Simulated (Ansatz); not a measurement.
**SnO2 (P4₂/mnm, No. 136, 12 atoms in the cell; start mp-1041584)**

Method: LDA (Ansatz, an electronic-structure program, PAW).

Run with plane-wave cutoff 520 eV, 8×8×8 k mesh, Fermi–Dirac smearing 0.01 eV, scalar-relativistic PAW data made under PBE.

Cell (relaxed at this level):

SnO$_{2}$ has the tetragonal space group P4₂/mnm (No. 136), the rutile structure, Pearson symbol tP6. Conventional cell: a = b = 4.723 Å, c = 3.190 Å, α = β = γ = 90.00°. Sn on 2a is coordinated by 6 O at 2.044–2.055 Å (octahedral). O on 4g has 3 Sn at 2.044–2.055 Å (trigonal planar). (Neighbours: up to the widest gap in distance over summed covalent radii, below 1.35, at either atom; cation-cation and far metal-metal contacts left out.)
(The calculation used a cell of 12 atoms; values per cell refer to that cell.)

- band gap = 1.16 eV

Spin–orbit coupling is not included.

Static lattice: no zero-point or thermal effects.

It cost about 60 core-seconds (a rough figure) of CPU time.

A start named mp-… is a Materials Project structure, which need not be a measured phase.
